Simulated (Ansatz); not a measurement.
Start from Y in the hcp (Mg type) structure (space group P6_3/mmc, No. 194; a = 3.683 Å, c = 5.698 Å). Axes: x lies along a and z along c of the hexagonal cell.

The values are results of plane-wave PAW DFT at the r2SCAN level (Ansatz, an electronic-structure program, 500 eV), no spin-orbit coupling, not measurements.

Strains are applied to the cell and any free atomic positions relax; under biaxial strain the out-of-plane vector relaxes too.

One change was made to it. Results:

The shortest interatomic distance drops by 0.040 bohr (6.718 bohr → 6.678 bohr); the pressure (mean of the normal stresses, compression positive) stays 0.0 GPa.

Which change produced these results?
(A) isotropic strain −1.40 %
(B) biaxial strain −3.02 %, plane normal [001], relaxed out of plane
(C) strain tensor (xx, yy, zz, yz, xz, xy) = (−0.23, −0.11, −0.10, +1.24, +0.83, +0.10) %
(D) tensor shear ε_xy = −0.82 %
(E) tensor shear ε_xz = +0.72 %

E, tensor shear ε_xz = +0.72 %. For comparison, the shortest interatomic distance in the other runs: strain tensor (xx, yy, zz, yz, xz, xy) = (−0.23, −0.11, −0.10, +1.24, +0.83, +0.10) % gives 6.625 bohr; tensor shear ε_xy = −0.82 % gives 6.709 bohr; isotropic strain −1.40 % gives 6.624 bohr; biaxial strain −3.02 %, plane normal [001], relaxed out of plane gives 6.721 bohr.

Without a gap, meshes like the base's 15×15×8 leave anisotropic stresses uncertain by several tenths of a GPa, and small strain energies with them. Whether these cells are dynamically stable was not tested. All final runs are without spin polarisation.
